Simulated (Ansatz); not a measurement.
## GaAs, response to strain

The reference is GaAs in the zinc blende structure (space group F-43m, No. 216; a = 5.603 Å). Axes: x, y, z lie along the cube axes.

Strains are applied to the cell and any free atomic positions relax.

The values are results of LDA, PAW, 420 eV (Ansatz, an electronic-structure program; scalar-relativistic without spin-orbit coupling), not measurements.

Notes on the quantities. pressure: mean of the normal stresses, compression positive.

```json
[
 {"change": "base", "pressure": "0.1 kbar", "shortest interatomic distance": "2.426 Å", "band gap": "0.49 eV"},
 {"change": "uniaxial strain ε_zz = −2.50 %", "pressure": "19.9 kbar", "shortest interatomic distance": "2.406 Å", "band gap": "0.58 eV"},
 {"change": "uniaxial strain ε_zz = −2.00 %", "pressure": "15.8 kbar", "shortest interatomic distance": "2.410 Å", "band gap": "0.56 eV"},
 {"change": "uniaxial strain ε_zz = −1.50 %", "pressure": "11.7 kbar", "shortest interatomic distance": "2.414 Å", "band gap": "0.54 eV"},
 {"change": "uniaxial strain ε_zz = −1.00 %", "pressure": "7.7 kbar", "shortest interatomic distance": "2.418 Å", "band gap": "0.53 eV"},
 {"change": "uniaxial strain ε_zz = −0.50 %", "pressure": "3.9 kbar", "shortest interatomic distance": "2.422 Å", "band gap": "0.51 eV"},
 {"change": "uniaxial strain ε_zz = +0.50 %", "pressure": "[?]", "shortest interatomic distance": "2.430 Å", "band gap": "[?]"},
 {"change": "uniaxial strain ε_zz = +1.50 %", "pressure": "[?]", "shortest interatomic distance": "2.438 Å", "band gap": "0.34 eV"},
 {"change": "uniaxial strain ε_zz = +2.00 %", "pressure": "-14.0 kbar", "shortest interatomic distance": "2.442 Å", "band gap": "0.30 eV"},
 {"change": "uniaxial strain ε_zz = +2.50 %", "pressure": "-17.3 kbar", "shortest interatomic distance": "2.446 Å", "band gap": "0.25 eV"}
]
```

### Question
Complete the table.

### Answer

- uniaxial strain ε_zz = +0.50 %, pressure: -3.6 kbar
- uniaxial strain ε_zz = +0.50 %, band gap: 0.44 eV
- uniaxial strain ε_zz = +1.50 %, pressure: -10.6 kbar

Stability against distortions was not tested. The zero or small gap of GaAs under uniaxial strain ε_zz = +2.00 % and GaAs under uniaxial strain ε_zz = +2.50 % can change with the level of theory.
